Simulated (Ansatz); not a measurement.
The reference is Al2O3 in the corundum structure (space group R-3c, No. 167).

```cif
data_Al4O6
_chemical_formula_sum 'Al4 O6'
_space_group_name_H-M_alt 'P 1'
_space_group_IT_number 1
_cell_length_a 5.13970
_cell_length_b 5.13970
_cell_length_c 5.13970
_cell_angle_alpha 55.343
_cell_angle_beta 55.343
_cell_angle_gamma 55.343
loop_
_space_group_symop_operation_xyz
  'x, y, z'
loop_
_atom_site_label
_atom_site_type_symbol
_atom_site_fract_x
_atom_site_fract_y
_atom_site_fract_z
_atom_site_occupancy
Al1 Al 0.64792 0.64792 0.64792 1
Al2 Al 0.14792 0.14792 0.14792 1
Al3 Al 0.35208 0.35208 0.35208 1
Al4 Al 0.85208 0.85208 0.85208 1
O1 O 0.75000 0.44414 0.05586 1
O2 O 0.05586 0.75000 0.44414 1
O3 O 0.25000 0.55586 0.94414 1
O4 O 0.55586 0.94414 0.25000 1
O5 O 0.94414 0.25000 0.55586 1
O6 O 0.44414 0.05586 0.75000 1
```

Computed with plane-wave PAW DFT at the PBEsol level (Ansatz, a quantum-chemistry and plane-wave program, 420 eV), no spin-orbit coupling.

One change was made to it. Results:

```tsv
quantity	base	after
band gap	6.03 eV	7.00 eV
volume per atom	8.56 Å³	7.91 Å³
electron mass	0.40 mₑ along c, 0.37 mₑ across (at Γ)	0.45 mₑ along c, 0.40 mₑ across (at Γ)
```

Name the change that was made.
A. pressure −1 GPa
B. pressure 0.9 GPa
C. pressure 4.5 GPa
D. pressure 22.5 GPa
E. pressure −2 GPa

D, pressure 22.5 GPa. For comparison, the band gap in the other runs: pressure 4.5 GPa gives 6.24 eV; pressure −2 GPa gives 5.93 eV; pressure −1 GPa gives 5.98 eV; pressure 0.9 GPa gives 6.07 eV.

Load acts through the strain it causes; cell and atoms are relaxed under it. Masses are band curvatures over ±0.01 Å⁻¹ around the edge. Whether these cells are dynamically stable was not tested. No other phases were tried under pressure.
